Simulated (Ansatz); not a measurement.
For L1₀ (CuAu-type) TiAl, PBEsol-D3(BJ) (plane waves, PAW; Ansatz, a first-principles code) gives:

- lattice constant a: 2.757 Å
- lattice parameter c: 3.984 Å
- bulk modulus: 130 GPa
- cohesive energy: 5.73 eV/atom
- formation enthalpy: -0.419 eV/atom

Task: What does r²SCAN-D4 (plane waves, PAW; Ansatz) give for the same quantities?

Result: 
- lattice constant a: 2.805 Å (rises by 1.7 %)
- lattice parameter c: 4.050 Å (increases by 1.7 %)
- bulk modulus: 123 GPa (falls by 5.4 %)
- cohesive energy: 4.68 eV/atom (drops by 1.05 eV/atom)
- formation enthalpy: -0.455 eV/atom (moves by -0.036 eV/atom)

For comparison: lattice constant a 2.826 Å (measured, temperature not stated, no zero-point or thermal correction, P4/mmm two-atom cell, a_fct/√2; as tabulated in Zope and Mishin (2003), arXiv:cond-mat/0306298); lattice parameter c 4.077 Å (measured, temperature not stated, not corrected to a static lattice; as tabulated in Zope and Mishin (2003), arXiv:cond-mat/0306298); cohesive energy 4.51 eV/atom (measured, temperature not stated, no zero-point or thermal correction; as tabulated in Zope and Mishin (2003), arXiv:cond-mat/0306298); formation enthalpy -0.38 eV/atom (measured, temperature not stated, no zero-point or thermal correction; as tabulated in Zope and Mishin (2003), arXiv:cond-mat/0306298).

Changes are worked out from the printed values.

Unless a cell is named, each level is at its own relaxed cell (PBEsol-D3(BJ) 15.14, r²SCAN-D4 15.94 Å³/atom).

The crystal itself was run without spin with PBEsol-D3(BJ), r²SCAN-D4; a magnetic state was not tried in these runs.

Ansatz's density-functional and Hartree–Fock values are scalar-relativistic unless marked +SOC, with PAW data made under PBE.
